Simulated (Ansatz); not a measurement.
Troubleshooting Ansatz (a quantum-chemistry and plane-wave program): a failed run on Mg6SiB (Amm2, 8 atoms in the cell). The aim is a self-consistent single point with DFT, PBEsol, plane waves, default PAW files made with PBE.

Cell that was meant: a = 3.9757 Å, b = 6.2872 Å, c = 6.2872 Å, α = 76.48°, β = 90.00°, γ = 90.00°.

Part of the input:

```yaml
  occupations:
    method: gaussian
    width: 0.2
  max_iter: 3
output:
  forces: true
  eigenvalues: true
```

The program printed (abridged):

```
SCF iter   1: F=—  HF=-12245.009394 eV  |F-HF|=—  |Δ(HF+E_count)|=         —  Δρ=3.35e-3  dr2=2.84e-2  ethr=1.77e-3  ⟨swp⟩=5.1  Hψ=5010  notcnv=0
all-band conjugate gradients solve this SCF's bands
preconditioner: auto → Kerker (q_TF=auto, 2.378 Å⁻¹)
SCF iter   2: F=—  HF=-12245.002485 eV  |F-HF|=—  |Δ(HF+E_count)|=   6.91e-3  Δρ=1.87e-3  dr2=1.19e-2  ethr=4.23e-5  ⟨swp⟩=4.4  Hψ=2580  notcnv=0
SCF iter   3: F=—  HF=-12244.999285 eV  |F-HF|=—  |Δ(HF+E_count)|=   3.20e-3  Δρ=5.73e-4  dr2=1.50e-3  ethr=1.77e-5  ⟨swp⟩=4.1  Hψ=2639  notcnv=0
Error: did not converge after 3 iterations: dr2 = 1.50e-3 (threshold 1.00e-7), under the density mixer `msr1`, which `scf.mixing.algorithm: auto` chose by the deck's other keys (type `scf.mixing.algorithm: msr1` to keep it); raise `scf.max_iter`, which need not help a stalled SCF, or adjust the mixing (`scf.mixing`) or, under a smearing, its width (`scf.occupations.width`, in either direction: another width is another result); this SCF holds its density and magnetisation to the symmetry operations that it keeps, and cannot end on a state that breaks one of them: if the state sought breaks one, re-run with `crystal.symmetry.detect: false`, without `crystal.symmetry.time_reversal: [...]
```

Task: What is wrong, and how is it fixed?

Result: The fault is an iteration limit that is too low. The loop is cut before its threshold is met, so whatever is printed at the end is not self-consistent. To fix it, raise the limit, or leave it to the default. The run ended unconverged after 3 iterations.

The sound input it was made from differs as follows (other fixes are possible):
```diff
-  max_iter: 3
```

With that input, the run converged in 7 iterations: free energy E − TS (on the zero of these files) -12244.9988 eV; Fermi level (on the code's own zero) 6.31 eV; pressure -1.01 GPa; largest force (vector length) 0.148 eV/Å (DFT, PBEsol, plane waves, default PAW files made with PBE).

On the sound input: the starting cell comes from a database of computed structures (which also holds hypothetical and non-ambient phases and stackings), without a prior relaxation at this level. Ansatz's pressure includes its estimate of the finite-basis (Pulay) stress. Without a gap this mesh is coarse (it stands for a supercell whose shortest vector is 19 Å).

Keys are those of Ansatz 0.2.
